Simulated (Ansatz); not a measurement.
# Effect of pressure 60 GPa on hypothetical Fm-3m WSe2

The reference is WSe2 (space group Fm-3m, No. 225; a = 6.266 Å; ferromagnetic; a hypothetical phase, not in the database extracts checked).

One thing is altered: a hydrostatic pressure of 60 GPa.

All numbers come from PBE/PAW in Ansatz (a quantum-chemistry and plane-wave program), without spin-orbit coupling. k-mesh 13×13×13 (Γ-centred); smearing 0.05 eV (Fermi–Dirac).

* **Volume per atom**: 15.22 Å³ (base 20.50 Å³)
* **Density**: 12.43 g/cm³ (base 9.23 g/cm³)
* **Lattice parameter a**: 5.673 Å (base 6.266 Å)
* **Shortest interatomic distance**: 2.457 Å (base 2.713 Å)
* **Enthalpy H = E + PV relative to the base's energy**: +6.44 eV/atom
* **Band gap**: zero (base zero)
* **Magnetic state**: non-magnetic (base ferromagnetic)
* **Largest site moment**: 0.00 μB (base 1.29 μB)

The magnetic state is the one reached from the starting moments; the real material's order can differ, and small cells can't hold many antiferromagnetic ones. Load acts through the strain it causes; cell and atoms are relaxed under it. Stability against distortions was not tested. No other phases were tried under pressure. Starting moments died away, wholly or in part, for pressure 60 GPa; another magnetic solution may exist.
